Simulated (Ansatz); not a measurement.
Functionals compared on a constructed model of the (0001) surface of hcp Ti, a pseudomorphic layer of Au in the host's stacking (bottom of the slab: a bare face, its two planes held), in Ansatz (plane waves, PAW). The structure was relaxed with PBE; the other rows are single points on it. Cutoff 420 eV (500 eV for r2SCAN).

Model: 7-atom slab, 14.2 Å thick at the start, 15x15x1 mesh, Fermi-Dirac 0.1 eV, dipole correction, 2 atoms held, the rest relaxed; held to the start's symmetry, so lower structures may exist; no spin, no spin-orbit, no U. In PBE it is, or lies within 0.01 eV a 1x1 cell of, the lowest of the 2 structures of its composition computed so far; larger cells were not tried. These notes are the PBE run's.

```csv
functional,work function of the top face (eV),rough cost of the single point
PBE,4.11,–
RPBE,3.92,very roughly 22 core-seconds
r2SCAN,4.02,very roughly 50 core-seconds
```

Ansatz is a first-principles code.
